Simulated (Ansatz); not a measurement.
The starting structures come from a database of crystals and need not be the phases stable at ambient conditions.

Tunnelling through a barrier is set by its complex band structure: the current falls as exp(−2κd) with the smallest κ.

Data:

```
FeAsTe
1.0
    6.22594     0.00000     0.00000
   -2.52727     8.31478     0.00000
    0.00000     4.46884     4.14571
Fe Te As
4 4 4
Direct
  0.70755   0.71471   0.27601
  0.29245   0.28529   0.72399
  0.79245   0.28529   0.20543
  0.20755   0.71471   0.79457
  0.63336   0.84624   0.52507
  0.36664   0.15376   0.47493
  0.86664   0.15376   0.71755
  0.13336   0.84624   0.28245
  0.83756   0.64308   0.00486
  0.16244   0.35692   0.99514
  0.66244   0.35692   0.79102
  0.33756   0.64308   0.20898
```

The cell is taken as given.

Transport runs along the normal of the first two printed cell vectors.

No gap correction and no spin-orbit coupling; mid-gap is the computed energy nearest the middle.

Task: Estimate the band gap and the smallest decay constant κ at mid-gap that r2SCAN (Ansatz, a first-principles code) returns for this system.

Result: Gap 0.93 eV on a 6×8×8 mesh; κ = 0.203 1/Å, at (0.500, 0.500) of the in-plane reciprocal vectors. At the zone centre the slowest state has κ = 0.24 1/Å.
